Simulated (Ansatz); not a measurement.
We consider MoSi2 (P6₂22, No. 180, 9 atoms in the cell; start mp-8938; a measured phase of this formula has another space group), described by LDA (Ansatz, an electronic-structure program, plane waves, PAW).

Settings: plane-wave cutoff 500 eV, 12×12×6 k mesh (along the axes of the cell as run), Fermi–Dirac smearing 0.05 eV, no spin polarisation, scalar-relativistic PAW data made under PBE.

Cell (relaxed at this level):

```cif
data_Mo3Si6
_chemical_formula_sum 'Si6 Mo3'
_space_group_name_H-M_alt 'P6222'
_space_group_IT_number 180
_space_group_name_Hall 'P 62 2 (0 0 4)'
_cell_length_a 4.55049
_cell_length_b 4.55049
_cell_length_c 6.53138
_cell_angle_alpha 90.000
_cell_angle_beta 90.000
_cell_angle_gamma 120.000
loop_
_atom_site_label
_atom_site_type_symbol
_atom_site_symmetry_multiplicity
_atom_site_Wyckoff_symbol
_atom_site_fract_x
_atom_site_fract_y
_atom_site_fract_z
_atom_site_occupancy
Si1 Si 6 j 0.32847 0.16424 0.16667 1
Mo1 Mo 3 d 0.50000 0.00000 0.50000 1
```

What does this level give for the band gap?


- band gap = 0.02 eV (under three smearing widths, so not firm)

Note: the relaxation could not lower the start's symmetry, so the cell can be a saddle point above a distorted one.

Spin–orbit coupling is not included.

Static lattice: no zero-point or thermal effects.

A start named mp-… is a Materials Project structure, which need not be a measured phase.
